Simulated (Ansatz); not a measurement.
End structure of a constructed model of the (100) surface of fcc Pt, a layer of Zn in place of the second plane (bottom of the slab: a bare face, its two planes held):

```yaml
crystal:
  lattice:
    - [2.80721, 0.00000, 0.00000]
    - [0.00000, 2.80721, 0.00000]
    - [0.00000, 0.00000, 26.00000]
  atoms:
    - { symbol: Pt, position: [0.50000, 0.50000, 0.31237] }
    - { symbol: Pt, position: [0.00000, 0.00000, 0.38871] }
    - { symbol: Pt, position: [0.50000, 0.50000, 0.46475] }
    - { symbol: Pt, position: [0.00000, 0.00000, 0.54251] }
    - { symbol: Zn, position: [0.50000, 0.50000, 0.61400] }
    - { symbol: Pt, position: [0.00000, 0.00000, 0.68125] }
```

Slab: 6 atoms, 9.8 Å thick at the start (thin: gaps and levels are the slab's own); k 13x13x1, smearing 0.1 eV, dipole-corrected; 2 atoms held, the rest relaxed; start symmetry kept, larger cells not searched; no spin, no spin-orbit, no U. It is one candidate, not shown to be the stable structure of the face.

### Question
Predict the work function of the top face from Ansatz (a first-principles code) with PBE.

### Answer
5.56 eV
